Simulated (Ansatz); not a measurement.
The parent structure is NaCl in the zinc blende structure (space group F-43m, No. 216; a = 6.254 Å; a hypothetical phase, not in the database extracts checked).

(Cell as relaxed with PBE.)

Levels (all Ansatz, an electronic-structure program, PAW): PBE (420 eV, without spin-orbit coupling); PBEsol (420 eV, no SOC).

Each level relaxes its own structure.

```tsv
base	PBE	PBEsol
volume per atom	30.57 Å³	29.48 Å³
lattice parameter a	625.4 pm	617.8 pm
band gap	4.85 eV	4.84 eV
```

Perturbation: cell and atoms relaxed at a pressure of 30 GPa.

| quantity | PBE | PBEsol |
|---|---|---|
| shift of the gap caused by the change | +1.57 eV | +1.43 eV |
| electron mass | 0.42 mₑ (at Γ) | 0.41 mₑ (at Γ) |
| band gap | 6.42 eV | 6.27 eV |

PBE's shift of the gap caused by the change lies 0.149 eV above PBEsol's; PBE's band gap lies 0.160 eV above PBEsol's. Neither level is exact; PBEsol is the comparison here, not a measurement.

Load acts through the strain it causes; cell and atoms are relaxed under it. Masses are band curvatures over ±0.01 Å⁻¹ around the edge. Whether these cells are dynamically stable was not tested. Competing high-pressure phases were not computed.
